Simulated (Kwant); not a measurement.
# In0.53Ga0.47As/In0.52Al0.48As stack with 1 barrier

Device: In0.53Ga0.47As/In0.52Al0.48As stack with 1 barrier. One parabolic valley. Leads of mass 0.041 mₑ with the band edge at 0; grid 0.1 nm; bias swept from 0.0208 to 0.44254 V, dropping linearly over the stack. Emitter Fermi level 0.07 eV, 77 K, equal in the collector.

```tsv
layer	thickness (nm)	band offset (eV)	mass (mₑ)
1	2.6	0.52	0.075
```

Constants are typed, rounded textbook-type inputs, not results; the design itself was drawn at random and stands for no fabricated device.

Computed with Kwant: one-band effective-mass tight-binding model in one dimension, coherent, no space charge, current by the Tsu-Esaki formula.

```tsv
bias (V)	J (A/cm²)
0.02080	9660
0.05595	20400
0.09109	25300
0.1262	29000
0.1614	32600
0.1965	36100
0.2317	39600
0.2668	43200
0.3020	46900
0.3371	50700
0.3723	54800
0.4074	59000
0.4425	63500
```
